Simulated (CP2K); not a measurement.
A self-consistent single point of Sr3Ag (Pm-3m, 4 atoms in the cell) with CP2K

Computed with LDA (Pade form), GPW, DZVP-MOLOPT-SR-GTH basis, GTH-PADE potentials (GTH_POTENTIALS) in CP2K.

The input file:

```
&GLOBAL
  PROJECT scf
  RUN_TYPE ENERGY_FORCE
  PRINT_LEVEL MEDIUM
&END GLOBAL
&FORCE_EVAL
  METHOD Quickstep
  STRESS_TENSOR ANALYTICAL
  &DFT
    BASIS_SET_FILE_NAME BASIS_MOLOPT
    POTENTIAL_FILE_NAME GTH_POTENTIALS
    &QS
      METHOD GPW
      EPS_DEFAULT 1E-11
    &END QS
    &MGRID
      CUTOFF 500
      REL_CUTOFF 50
      NGRIDS 5
    &END MGRID
    &SCF
      SCF_GUESS ATOMIC
      EPS_SCF 1E-6
      MAX_SCF 100
      ADDED_MOS 8
      &DIAGONALIZATION
        ALGORITHM STANDARD
      &END DIAGONALIZATION
      &MIXING
        METHOD BROYDEN_MIXING
        ALPHA 0.2
        NBUFFER 10
      &END MIXING
      &SMEAR ON
        METHOD MARZARI_VANDERBILT
        SIGMA [eV] 0.1
      &END SMEAR
    &END SCF
    &KPOINTS
      SCHEME MONKHORST-PACK 5 5 5
    &END KPOINTS
    &XC
      &XC_FUNCTIONAL PADE
      &END XC_FUNCTIONAL
    &END XC
    &PRINT
      &MO
        EIGENVALUES T
        OCCUPATION_NUMBERS T
        NDIGITS 8
        FILENAME mo
        &EACH
          QS_SCF 0
        &END EACH
        ADD_LAST NUMERIC
      &END MO
      &MULLIKEN ON
      &END MULLIKEN
    &END PRINT
  &END DFT
  &SUBSYS
    &CELL
      ABC 5.49087000 5.49087000 5.49087000
      ALPHA_BETA_GAMMA 90.00000000 90.00000000 90.00000000
      PERIODIC XYZ
    &END CELL
    &COORD
      SCALED
      Sr       0.00000000     0.50000000     0.50000000
      Sr       0.50000000     0.00000000     0.50000000
      Sr       0.50000000     0.50000000     0.00000000
      Ag       0.00000000     0.00000000     0.00000000
    &END COORD
    &KIND Sr
      BASIS_SET DZVP-MOLOPT-SR-GTH
      POTENTIAL GTH-PADE-q10
    &END KIND
    &KIND Ag
      BASIS_SET DZVP-MOLOPT-SR-GTH
      POTENTIAL GTH-PADE-q11
    &END KIND
  &END SUBSYS
  &PRINT
    &FORCES ON
    &END FORCES
    &STRESS_TENSOR ON
    &END STRESS_TENSOR
  &END PRINT
&END FORCE_EVAL
```

Output, abridged:

```
 GLOBAL| Method name                                                        CP2K
 GLOBAL| Project name                                                        scf
 GLOBAL| Run type                                                   ENERGY_FORCE

 CELL| Volume [angstrom^3]:                                           165.547827
 CELL| Vector a [angstrom]:       5.491     0.000     0.000   |a| =     5.490870
 CELL| Vector b [angstrom]:       0.000     5.491     0.000   |b| =     5.490870
 CELL| Vector c [angstrom]:       0.000     0.000     5.491   |c| =     5.490870
 CELL| Angle (b,c), alpha [degree]:                                    90.000000
 CELL| Angle (a,c), beta  [degree]:                                    90.000000
 CELL| Angle (a,b), gamma [degree]:                                    90.000000
 CELL| Numerically orthorhombic:                                             YES
 CELL| Periodicity                                                           XYZ

 DFT| Spin restricted Kohn-Sham (RKS) calculation                            RKS
 DFT| Multiplicity                                                             2
 DFT| Number of spin states                                                    1
 DFT| Charge                                                                   0
 DFT| XC density smoothing                                                  NONE
 DFT| XC derivatives                                                          PW

 QS| Method:                                                                 GPW
 QS| Density plane wave grid type                        NON-SPHERICAL FULLSPACE
 QS| Number of grid levels:                                                    5
 QS| Density cutoff [a.u.]:                                                250.0
 QS| Multi grid cutoff [a.u.]: 1) grid level                               250.0
   [... lines left out ...]
 BRILLOUIN| Wavefunction type                                            COMPLEX
 BRILLOUIN| List of Kpoints [2 Pi/Bohr]                                       63
 BRILLOUIN| Number           Weight            X              Y              Z
 BRILLOUIN|     1           0.01600       -0.40000       -0.40000       -0.40000
 BRILLOUIN|     2           0.01600       -0.40000       -0.40000       -0.20000
 BRILLOUIN|     3           0.01600       -0.40000       -0.40000        0.00000
   [... 60 lines left out ...]
 *******************************************************************************

 Extrapolation method: initial_guess

 Re-scaling the density matrix to get the right number of electrons
                  # Electrons              Trace(P)               Scaling factor
                           41                41.000                        1.000

 Number of electrons:                                                         41
 Number of occupied orbitals:                                                 21
 Number of molecular orbitals:                                                29

 Number of orbital functions:                                                 67
 Number of independent orbital functions:                                     67
 SCF WAVEFUNCTION OPTIMIZATION

  Step     Update method      Time    Convergence         Total energy    Change
     1 NoMix/Diag. 0.20E+00      -     1.52555025      -129.5199712856 -1.30E+02
     2 Broy./Diag. 0.20E+00      -     0.08264443      -130.2784990710 -7.59E-01
     3 Broy./Diag. 0.20E+00      -     0.07398604      -129.6552683032  6.23E-01
     4 Broy./Diag. 0.20E+00      -     0.04827357      -129.1701715089  4.85E-01
     5 Broy./Diag. 0.20E+00      -     0.01376803      -129.0711286142  9.90E-02
     6 Broy./Diag. 0.20E+00      -     0.00480671      -129.1435080187 -7.24E-02
     7 Broy./Diag. 0.20E+00      -     0.00416122      -129.1619967804 -1.85E-02
     8 Broy./Diag. 0.20E+00      -     0.00032402      -129.1474471668  1.45E-02
     9 Broy./Diag. 0.20E+00      -     0.00009328      -129.1467594923  6.88E-04
    10 Broy./Diag. 0.20E+00      -     0.00002135      -129.1465622152  1.97E-04
    11 Broy./Diag. 0.20E+00      -     0.00000844      -129.1466099772 -4.78E-05
    12 Broy./Diag. 0.20E+00      -     0.00000166      -129.1465953007  1.47E-05
    13 Broy./Diag. 0.20E+00      -     0.00000048      -129.1465935323  1.77E-06
  *** SCF run converged in    13 steps ***

  Electronic density on regular grids:        -41.0000000000        0.0000000000
  Core density on regular grids:               40.9999999995       -0.0000000005
  Total charge density on r-space grids:       -0.0000000005
  Total charge density g-space grids:          -0.0000000005

  Overlap energy of the core charge distribution:               0.00000000000000
  Self energy of the core charge distribution:               -236.19252521769013
  Core Hamiltonian energy:                                     58.18791509871596
  Hartree energy:                                              67.23459353454932
  Exchange-correlation energy:                                -18.37623574392873
  Smearing free energy correction:                             -0.00034120357317
  Fermi energy:                                                 0.17632590588327

  Total energy:                                              -129.14659353229686

                     Mulliken Population Analysis

 #  Atom  Element  Kind  Atomic population                           Net charge
       1     Sr       1          9.851023                              0.148977
       2     Sr       1          9.851024                              0.148976
       3     Sr       1          9.851022                              0.148978
       4     Ag       2         11.446932                             -0.446932
 # Total charge                             41.000000                 -0.000000

 ENERGY| Total FORCE_EVAL ( QS ) energy [hartree]           -129.146595482403768

 FORCES| Atomic forces [hartree/bohr]
 FORCES|   Atom     x               y               z               |f|
 FORCES|      1  6.75296079E-12 -1.11176898E-13 -1.10047869E-13   6.75477240E-12
 FORCES|      2 -1.10154544E-13  6.75748785E-12 -1.15454797E-13   6.75937171E-12
 FORCES|      3 -1.10724982E-13 -1.11334829E-13  6.76776481E-12   6.76958610E-12
 FORCES|      4  3.95745203E-12  3.95787402E-12  3.96161462E-12   6.85715566E-12
 FORCES| Sum     1.04895333E-11  1.04928502E-11  1.05038768E-11
 FORCES| Total atomic force                                       1.81786039E-11

 STRESS| Analytical stress tensor [bar]
 STRESS|                        x                   y                   z
 STRESS|      x       -1.83058388450E+04   7.90326878754E-07   7.89948569458E-07
 STRESS|      y        7.90326878754E-07  -1.83058774108E+04   7.89761123958E-07
 STRESS|      z        7.89948569458E-07   7.89761123958E-07  -1.83059550728E+04
 STRESS| 1/3 Trace                                            -1.83058904429E+04
```

The run converged in 13 iterations.

The starting cell comes from a database of computed structures (which also holds hypothetical and non-ambient phases and stackings), without a prior relaxation at this level. Values carry the incompleteness of an atom-centred basis.
